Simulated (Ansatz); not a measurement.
fcc (Cu type) Ir, the quasi-harmonic free energy with PBEsol in Ansatz (a first-principles code). Spin-orbit coupling is not included.

```csv
T (K),α_L (10⁻⁶/K),C_P (J/mol/K),bulk modulus B_T (GPa),γ
50,2.0,8.0,383,2.45
150,…,21.8,379,2.55
200,6.2,23.5,376,2.56
300,6.7,25.0,371,2.57
450,7.0,26.1,364,2.58
650,7.4,27.1,353,2.59
750,7.6,27.6,348,2.59
800,7.7,27.9,…,2.60
```

Problem. Fill in the missing entries.

Solution. 
- 150, α_L (10⁻⁶/K): 5.7
- 800, bulk modulus B_T (GPa): 345

No phase change or melting is allowed for: the numbers belong to this structure as given.

The PAW data sets were generated under PBE and serve the other functionals too.
